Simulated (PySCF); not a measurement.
PySCF 2.14.0, unrestricted PBE/def2-svp, df: Hg(Br)2 anion ([Br][Hg][Br]), charge -1, multiplicity 2, 3 atoms. The geometry is a generated start, not checked to be a minimum at this level.

* **task**: energy
* **method**: pbe
* **basis**: def2-svp
* **two-electron scheme**: density fitting
* **mol.max_memory**: 3000 MB
* **mf.max_cycle**: 100
* **mf.conv_tol**: 1e-09 (default)
* **mf.grids.level**: 3 (default)
* **effective core potentials**: those of the basis set, past Kr
* **basis functions**: 96
* **grid points**: 64592

```xyz
3

Hg     0.0102    -0.0015     0.0008
Br    -0.2088     1.8902    -1.4897
Br     0.1986    -1.8887     1.4888
```

Charge -1 and multiplicity 2 are set for this test and not shown to be the ground state.

With the defaults (mf.DIIS = CDIIS, mf.diis = true, mf.level_shift = 0, mf.diis_space = 8, mf.init_guess = minao, mf.diis_damp = 0) it converges in 13 Fock builds. One run each on 2 threads, 1 BLAS thread, with these changes:
- mf.init_guess = mod_huckel
- mf.DIIS = EDIIS
- mf.level_shift = 0.1 Hartree
- mf.diis_space = 5
- mf.init_guess = 1e
- mf.diis_space = 12
- mf.diis_damp = 0.3
- mf.init_guess = atom
- mf.diis = false

Name the settings that don't reach the solution of the defaults.

No convergence: mf.DIIS = EDIIS; mf.diis = false (the run ends without SCF convergence in 100 cycles). The rest reach the solution of the defaults. So do 10 further settings that aren't listed.

```csv
setting,Fock builds,end
mf.init_guess = atom,12,same solution
the defaults,13,same solution
mf.diis_space = 12,13,same solution
mf.diis_damp = 0.3,13,same solution
mf.init_guess = mod_huckel,13,same solution
mf.diis_space = 5,14,same solution
mf.level_shift = 0.1 Hartree,16,same solution
mf.init_guess = 1e,22,same solution
mf.DIIS = EDIIS,101,no convergence
mf.diis = false,101,no convergence
```
